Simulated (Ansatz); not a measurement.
Take SiC in the wurtzite structure (space group P6_3mc, No. 186; a = 3.0759 Å, c = 5.0477 Å) as the base.

Modification: cell and atoms relaxed at a pressure of 7.5 GPa.

Levels (all Ansatz, a program for electronic structure, PAW): PBEsol (420 eV, without spin-orbit coupling); PBEsol+SOC (420 eV, noncollinear with spin-orbit coupling).

The geometry is relaxed with PBEsol.

| Item | Result |
|---|---|
| PBEsol lowest conduction level above the VBM at special points | K 2.07 eV; M 2.71 eV; L 3.24 eV; Γ 5.00 eV |
| PBEsol electron mass | 0.26 mₑ along c, 0.42 mₑ across (at K) |
| PBEsol valence-band top at Γ | 0.00, 0.00, -0.11 eV |
| PBEsol smallest direct gap | 3.92 eV |

Problem. What does PBEsol+SOC give at this geometry for the lowest conduction level above the VBM at special points, electron mass, valence-band top at Γ and smallest direct gap?

Solution. The lowest conduction level above the VBM at special points changes from K 2.07 eV; M 2.71 eV; L 3.24 eV; Γ 5.00 eV to K 2.06 eV; M 2.70 eV; L 3.24 eV; Γ 4.99 eV; the electron mass stays 0.26 mₑ along c, 0.42 mₑ across (at K); the valence-band top at Γ (three highest Kramers pairs, from the VBM) changes from 0.00, 0.00, -0.11 eV to 0.00, -0.01, -0.12 eV; the smallest direct gap stays 3.92 eV.

Single points use the geometry relaxed with PBEsol. The spin-orbit shifts are approximate. Load acts through the strain it causes; cell and atoms are relaxed under it. Effective masses come from finite differences of ±0.01 Å⁻¹. Stability against distortions was not tested. Competing high-pressure phases were not computed.
